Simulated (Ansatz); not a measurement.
Start from MgSe in the rock salt structure (space group Fm-3m, No. 225; a = 5.4733 Å). Axes: x, y, z lie along the cube axes.

Computed with r2SCAN in Ansatz (plane waves to 500 eV, PAW, no spin-orbit coupling), earlier PAW set.

Strains are applied to the cell and any free atomic positions relax; under biaxial strain the out-of-plane vector relaxes too.

One change was made to it. Results:

The pressure (mean of the normal stresses, compression positive) goes from zero to -12.6 kbar; the shortest interatomic distance falls by 0.003 Å, from 2.737 Å to 2.734 Å; the smallest direct gap falls by 0.24 eV, from 3.44 eV to 3.20 eV; the band gap decreases by 0.16 eV to 2.32 eV.

Question: Which of these changes matches the shifts?
A. biaxial strain +2.61 %, plane normal [001], relaxed out of plane
B. isotropic strain +5.85 %
C. isotropic strain −1.32 %
D. strain tensor (xx, yy, zz, yz, xz, xy) = (−0.11, +0.88, +1.26, +0.52, +0.92, +0.81) %

Answer: D, strain tensor (xx, yy, zz, yz, xz, xy) = (−0.11, +0.88, +1.26, +0.52, +0.92, +0.81) %. For comparison, the band gap in the other runs: isotropic strain +5.85 % gives 2.17 eV; biaxial strain +2.61 %, plane normal [001], relaxed out of plane gives 2.25 eV; isotropic strain −1.32 % gives 2.55 eV.

Stability against distortions was not tested.

Ansatz is a quantum-chemistry and plane-wave program.
